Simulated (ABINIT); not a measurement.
Worked example: self-consistent single point of GaSb (F-43m, 2 atoms in the cell) in ABINIT.

Method: PBE, spin-orbit coupling, norm-conserving pseudopotentials (PseudoDojo nc-fr-04 PBE standard) (plane waves; ABINIT 10.0.3).

```yaml
crystal:
  lattice:
    - [0.00000, 3.05000, 3.05000]
    - [3.05000, 0.00000, 3.05000]
    - [3.05000, 3.05000, 0.00000]
  atoms:
    - { symbol: Ga, position: [0.00000, 0.00000, 0.00000] }
    - { symbol: Sb, position: [0.25000, 0.25000, 0.25000] }
```

Reference input (self-consistent single point, DFT, PBE, plane waves, norm-conserving pseudopotentials (PseudoDojo nc-sr-05 PBE standard)): pseudos = [Ga.upf, Sb.upf]; ecut = 80 Ry; ixc = 11; occopt = 3; tsmear = 0.01 eV; ngkpt = 8 8 8; nshiftk = 1; shiftk = 0 0 0; potentials = PseudoDojo nc-sr-05 PBE standard; nband = 19; kptopt = 1; nstep = 80. This run's input differs from it in these lines:

```diff
@@ -1,2 +1,2 @@
-# GaSb, PseudoDojo nc-sr-05 PBE standard
+# GaSb, PseudoDojo nc-fr-04 PBE standard
 pp_dirpath "./"
@@ -17,5 +17,7 @@
 ixc 11
+nspinor 2
+nspden 1
 occopt 3
 tsmear 0.01 eV
-nband 19
+nband 44
 kptopt 1
```

Its files differ too (potentials: PseudoDojo nc-sr-05 PBE standard → PseudoDojo nc-fr-04 PBE standard).

Output, abridged:

```
--- !BeginCycle
solver: {iscf: 7, nstep: 80, nline: 4, wfoptalg: 0, }
tolerances: {toldfe: 1.00E-09, }
...

     iter   Etot(hartree)      deltaE(h)  residm     vres2
 ETOT  1  -166.14314548924    -1.661E+02 5.371E-01 3.256E+02
 ETOT  2  -167.29760598509    -1.154E+00 3.353E-02 4.854E+02
 ETOT  3  -167.35180341771    -5.420E-02 1.122E-02 7.877E+01
 ETOT  4  -167.35950663382    -7.703E-03 5.666E-03 1.734E+01
 ETOT  5  -167.36166595107    -2.159E-03 4.332E-03 2.501E-01
   [... 2 lines left out ...]
 ETOT  8  -167.36170130590    -1.031E-07 1.603E-03 4.225E-04
 ETOT  9  -167.36170136270    -5.680E-08 3.315E-04 1.063E-06
 ETOT 10  -167.36170136282    -1.196E-10 6.324E-04 2.998E-08
 ETOT 11  -167.36170136281     4.036E-12 1.020E-04 1.099E-09
 At SCF step   11, etot is converged :
  for the second time, diff in etot=  4.036E-12 < toldfe=  1.000E-09

 Cartesian components of stress tensor (hartree/bohr^3)
  sigma(1 1)= -9.82473084E-05  sigma(3 2)=  0.00000000E+00
  sigma(2 2)= -9.82473084E-05  sigma(3 1)=  0.00000000E+00
  sigma(3 3)= -9.82473084E-05  sigma(2 1)=  0.00000000E+00

 ----iterations are completed or convergence reached----

 reduced coordinates (array xred) for    2 atoms
       0.000000000000      0.000000000000      0.000000000000
       0.250000000000      0.250000000000      0.250000000000
 cartesian forces (eV/Angstrom) at end:
    1      0.00000000000000     0.00000000000000    -0.00000000000000
    2     -0.00000000000000    -0.00000000000000     0.00000000000000
 frms,max,avg= 2.0700372E-26 3.2431250E-26   0.000E+00  0.000E+00  0.000E+00 e/A
   [... lines left out ...]
 Fermi (or HOMO) energy (hartree) =   0.10962   Average Vxc (hartree)=  -0.34765
   [... lines left out ...]
total_energy        : -1.67361701362814E+02
total_energy_eV     : -4.55414349924621E+03
band_energy         : -1.47233747474428E+01
...

-Cartesian components of stress tensor (GPa)         [Pressure=  2.8905E+00 GPa]
- sigma(1 1)= -2.89053512E+00  sigma(3 2)=  0.00000000E+00
- sigma(2 2)= -2.89053512E+00  sigma(3 1)=  0.00000000E+00
- sigma(3 3)= -2.89053512E+00  sigma(2 1)=  0.00000000E+00

 Calculation completed.
```

The run converged in 11 iterations. Against the reference run the pressure goes from 2.74 to 2.89 GPa.

The starting cell has typed, rounded lattice constants, without a prior relaxation at this level. The run gives no clean gap (levels at the Fermi energy touch, overlap or are partly filled at this smearing), which alone does not show that the compound is a metal.

Cost on one core of a shared machine: roughly 10 min.
